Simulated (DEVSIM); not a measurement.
Device: illuminated GaSb p-on-n cell, one wavelength, at 300 K.

```
layer (left to right)  material  thickness (μm)  Nd (cm⁻³)  Na (cm⁻³)   τn (s)   τp (s)  absorption coefficient (cm⁻¹)
---------------------  --------  --------------  ---------  ---------  -------  -------  -----------------------------
1                          GaSb           0.320          -     6.7e17  8.2e-11  2.4e-11                          32000
2                          GaSb           0.810     3.5e15          -     2e-9     2e-9                          32000
```

Left contact: ohmic, minority electron recombination velocity 1000 cm/s. Right contact: ohmic, minority hole recombination velocity 20 cm/s. Voltage is applied to the left contact. Recombination: SRH at mid-gap, radiative, Auger. Light enters at the left, 1.1e18 photons cm⁻² s⁻¹, one pass, no reflection. Mobility is constant in doping.

This is a model device: material constants are rounded textbook-type values typed into the input, and sizes, dopings and lifetimes were drawn at random. Values at 300 K.

| parameter | GaSb |
|---|---|
| gap (eV) | 0.726 |
| affinity (eV) | 4.06 |
| permittivity | 15.7 |
| Nc (cm⁻³) | 2.1e17 |
| Nv (cm⁻³) | 1.8e19 |
| μn (cm²/Vs) | 5000 |
| μp (cm²/Vs) | 850 |
| B (cm³/s) | 1e-10 |
| Cn (cm⁶/s) | 5e-30 |
| Cp (cm⁶/s) | 5e-30 |

Model (solved in DEVSIM): 1D drift-diffusion, Boltzmann statistics, complete ionisation; no tunnelling, impact ionisation, image-force lowering or self-heating.

The thickness of layer 2 was swept, all else fixed.

```
thickness of layer 2 (μm)  fill factor  open-circuit voltage (V)  largest field in the device at zero bias (V/cm)  share of generated pairs collected at short circuit
-------------------------  -----------  ------------------------  -----------------------------------------------  ---------------------------------------------------
0.16                              0.63                     0.290                                            48000                                                0.970
0.28                              0.61                     0.270                                            43000                                                0.972
0.49                              0.61                     0.259                                            42000                                                0.974
0.81                              0.61                     0.253                                            41000                                                0.975
1.4                               0.62                     0.245                                            41000                                                0.973
2.4                               0.62                     0.238                                            41000                                                0.969
4.1                               0.62                     0.234                                            41000                                                0.966
```

From the first row to the last the fill factor goes from 0.63 to 0.62. From the first row to the last the open-circuit voltage goes from 0.290 to 0.234.
